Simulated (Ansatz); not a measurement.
Candidates (primitive cells; geometry: cell and atoms relaxed with PBEsol):
A. InP (F-43m), a = 4.156 Å, b = 4.156 Å, c = 4.156 Å, α = 60.00°, β = 60.00°, γ = 60.00°
B. SiC (F-43m), a = b = c = 3.0808 Å, α = β = γ = 60.00°
C. BP (F-43m), a = b = c = 3.196 Å, α = β = γ = 60.00°
D. GaAs (F-43m), a = 4.001 Å, b = 4.001 Å, c = 4.001 Å, α = 60.00°, β = 60.00°, γ = 60.00°

Q: Rank these by Seebeck coefficient, n-type 1e19 cm⁻³ (highest first), as Ansatz (an electronic-structure program) with PBE with spin-orbit coupling, rigid bands gives it.

A: D (-34 μV/K), A (-47 μV/K), B (-250 μV/K), C (-338 μV/K)

Seebeck coefficients are for the stated density at 300 K, with one relaxation time for all states and whether or not that doping can be reached.
